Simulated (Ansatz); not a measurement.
The starting structures come from a database of crystals and need not be the phases stable at ambient conditions.

 Where the default PAW files enter, the runs use the earlier of Ansatz's two default sets.

By PBEsol, the system below comes out a metal.

The ballistic (Sharvin) conductance counts the channels at the Fermi level: G/A = (e²/h) × channels of both spins per area.

Here is the system:

```xyz
4
Lattice="2.8529 0.0000 0.0000 -1.4265 2.4707 0.0000 0.0000 0.0000 9.2744" Properties=species:S:1:pos:R:3 pbc="T T T"
Ag     0.0000     0.0000     0.0000
Ag     0.0000     0.0000     4.6372
Ag     0.0000     1.6471     2.3186
Ag     1.4265     0.8236     6.9558
```

Space group of this cell: P6_3/mmc. The cell is strained (all lengths scaled by 0.98); by PBEsol its mean pressure is 2.5 GPa.

The current flows along the normal of the first two printed cell vectors, the (001) plane of the conventional cell. No spin-orbit coupling; the value is a mean over 0.1 eV about the Fermi level.

**Question.** Compute, with PBEsol (Ansatz, an electronic-structure program), the ballistic conductance per area.

**Answer.** 0.87 × 10¹⁵ S/m² for both spins.
